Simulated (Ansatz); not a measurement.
The starting structures come from a database of crystals and need not be the phases stable at ambient conditions.

```
CELL_PARAMETERS angstrom
      5.59974     0.00000     0.00000
     -1.71587     9.41340     0.00000
      2.23567    -0.92241     4.38055
ATOMIC_POSITIONS crystal
  V  0.25000 0.25000 0.54494
  V  0.75000 0.75000 0.45506
  Ag 0.61654 0.09506 0.69349
  Ag 0.38346 0.90494 0.30651
  Ag 0.88346 0.40494 0.21497
  Ag 0.11654 0.59506 0.78503
  Ag 0.00000 0.00000 0.00000
  Ag 0.50000 0.50000 0.00000
  O  0.03175 0.79041 0.13436
  O  0.96825 0.20959 0.86564
  O  0.46825 0.70959 0.37570
  O  0.53175 0.29041 0.62430
  O  0.29326 0.10274 0.24587
  O  0.70674 0.89726 0.75413
  O  0.20674 0.39726 0.43639
  O  0.79326 0.60274 0.56361
```

The cell is taken as given; by PBEsol it stands under a pressure of -2.8 GPa.

Transport runs along the normal of the first two printed cell vectors.

The gap is the functional's own. No spin-orbit coupling. Mid-gap values are those at the computed energy nearest the middle.

Q: Predict the band gap and the smallest decay constant κ at mid-gap from PBEsol run with Ansatz (an electronic-structure program).

A: Gap 0.83 eV on a 8×8×8 mesh; κ = 0.296 1/Å, at the zone centre.
